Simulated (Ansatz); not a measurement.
The starting structures come from a database of crystals and need not be the phases stable at ambient conditions.

 Where the default PAW files enter, the runs use the earlier of Ansatz's two default sets.

Inside the gap of an insulator the Bloch states are evanescent, with a wavenumber k + iκ along the transport direction.

Here is the system:

```yaml
crystal:
  lattice:
    - [4.23154, 0.00000, 0.00000]
    - [1.59628, 3.91890, 0.00000]
    - [0.01175, 0.00790, 7.43416]
  atoms:
    - { symbol: Ag, position: [0.00041, 0.00041, 0.50106] }
    - { symbol: Ag, position: [0.39787, 0.39787, 0.25128] }
    - { symbol: Ag, position: [0.60508, 0.60508, 0.74886] }
    - { symbol: Ag, position: [0.00266, 0.00266, 0.00096] }
    - { symbol: S, position: [0.22053, 0.22053, 0.75005] }
    - { symbol: S, position: [0.78251, 0.78251, 0.25076] }
```

Space group of this cell: Cm. The cell is taken as given; by PBEsol its mean pressure is -3.0 GPa.

Transport runs along the normal of the first two printed cell vectors.

The gap is the functional's own, uncorrected, and κ follows it; spin-orbit coupling is left out. Mid-gap values are interpolated between the computed energies.

Question: Estimate the band gap and the smallest decay constant κ at mid-gap that PBEsol in Ansatz (an electronic-structure program) returns for this system.

Answer: Gap 1.11 eV on a 8×8×4 mesh; κ = 0.200 1/Å, at (0.500, 0.000) of the in-plane reciprocal vectors. At the zone centre, at the nearest computed energy, the slowest state has κ = 0.25 1/Å.
